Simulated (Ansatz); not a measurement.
## SnO2: response to strain

Base system: SnO₂ in the rutile structure (space group P4_2/mnm, No. 136; a = 4.759 Å, c = 3.200 Å). Axes: x, y, z lie along a, b, c of the conventional cell.

Strains are applied to the cell and any free atomic positions relax; under biaxial strain the out-of-plane vector relaxes too; under stress the whole cell relaxes.

Calculations: r2SCAN (Ansatz, an electronic-structure program; PAW; 500 eV plane waves; scalar-relativistic without spin-orbit coupling), earlier PAW set.

Candidates:
(a) biaxial strain −4.06 %, plane normal [001], relaxed out of plane
(b) strain tensor (xx, yy, zz, yz, xz, xy) = (+1.48, −1.12, −2.20, −0.71, +1.31, −1.01) %
(c) isotropic strain +0.67 %
(d) uniaxial stress, 1 GPa compression along x
(e) uniaxial stress, 2 GPa compression along x

For the base:

- Band gap: 1.79 eV

Order them by band gap, lowest first.

(c) isotropic strain +0.67 % (1.57 eV), (d) uniaxial stress, 1 GPa compression along x (1.81 eV), (e) uniaxial stress, 2 GPa compression along x (1.83 eV), (b) strain tensor (xx, yy, zz, yz, xz, xy) = (+1.48, −1.12, −2.20, −0.71, +1.31, −1.01) % (2.07 eV), (a) biaxial strain −4.06 %, plane normal [001], relaxed out of plane (2.23 eV)

Beyond what the load breaks, stability against distortions was not tested. The base started in Pnnm and relaxed to P4_2/mnm at this level.
